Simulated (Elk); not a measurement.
Band structure of PrCd (Pm-3m, 2 atoms in the cell).

```
CELL_PARAMETERS angstrom
      3.87493     0.00000     0.00000
      0.00000     3.87493     0.00000
      0.00000     0.00000     3.87493
ATOMIC_POSITIONS crystal
  Pr 0.50000 0.50000 0.50000
  Cd 0.00000 0.00000 0.00000
```
Moments meant for the start (each program seeds them in its own way; μB, in the order of the atoms Pr Cd): 2.0 0.0.

Method: Elk with LDA (PW92), all-electron FP-LAPW, Elk's shipped species files, LAPW+lo basis.

Settings: spinpol = true; rgkmax = 7.5; stype = 0; swidth = 0.00734986 Ha; ngridk = 7 7 7; reducebf = 0.7; gmaxvr = 14 1/bohr; nxoapwlo = 1; nempty = 12 per atom; maxscl = 100; bfcmt = [[0.0, 0.0, -1.0], [0.0, 0.0, 0.0]].

The starting cell comes from a database of computed structures (which also holds hypothetical and non-ambient phases and stackings), without a prior relaxation at this level. Spin-orbit coupling is off. With one magnetic atom in the cell only a parallel order is possible. With U or open f shells several self-consistent states can exist. The f electrons are in the valence without U or exact exchange, which can misplace them near the Fermi level. Spin-orbit terms, which matter for f shells, are left out. Values depend on the basis (sphere radii, cutoffs, local orbitals), which need not be converged.

Levels in eV from the Fermi level, bands 13 to 20 of the first spin channel:
```
point     13     14     15     16    17    18    19    20
-----  -----  -----  -----  -----  ----  ----  ----  ----
Γ      -6.13  -0.17  -0.16   0.00  0.02  0.03  0.08  0.09
X      -3.42  -2.81   0.00   0.04  0.04  0.09  0.10  0.13
M      -3.77  -0.29  -0.28  -0.04  0.02  0.03  0.22  0.24
R      -1.83  -1.83  -1.83  -1.35  0.01  0.04  0.04  0.22
```

Bands cross the Fermi level along this path, so the cell is metallic at this level.

The net moment of the cell came out as 2.58 μB.
